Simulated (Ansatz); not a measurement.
Start from HfN in the rock salt structure (space group Fm-3m, No. 225; a = 4.526 Å; relaxed with 0.1 eV smearing). Axes: x, y, z lie along the cube axes.

Structures relaxed with r2SCAN (Ansatz, an electronic-structure program), no spin-orbit coupling.

Base:

Simulated powder pattern, Cu Kα1, λ = 1.54056 Å (kinematic, ideal powder, no thermal factors, no anomalous dispersion; the 10 strongest lines at most, above 2 %, up to 2θ = 90°):

| 2θ (°) | I/Imax (%) | hkl |
|---|---|---|
| 34.29 | 100 | (111) |
| 39.80 | 68 | (200) |
| 57.55 | 46 | (220) |
| 68.73 | 44 | (311) |
| 72.26 | 16 | (222) |
| 85.81 | 7.7 | (400) |

After one change:

Simulated powder pattern, Cu Kα1, λ = 1.54056 Å (kinematic, ideal powder, no thermal factors, no anomalous dispersion; the 10 strongest lines at most, above 2 %, up to 2θ = 90°):

```
2θ (°)  I/Imax (%)
------  ----------
33.96           75
34.63           72
39.81          100
56.67           12
57.56           45
68.14           22
68.53           11
69.37           21
71.47           12
73.07           11
```

### Question
Name the change that was made.
(A) tensor shear ε_xy = +1.43 %
(B) tensor shear ε_xy = +0.57 %
(C) tensor shear ε_xy = +0.86 %
(D) tensor shear ε_xy = +1.14 %

### Answer
A, tensor shear ε_xy = +1.43 %. Its volume per atom is 11.58 Å³ against 11.59 Å³, and its space group is Immm (No. 71).

The cells carry an imposed strain or load. Whether these cells are dynamically stable was not tested. The final runs are not spin-polarised.
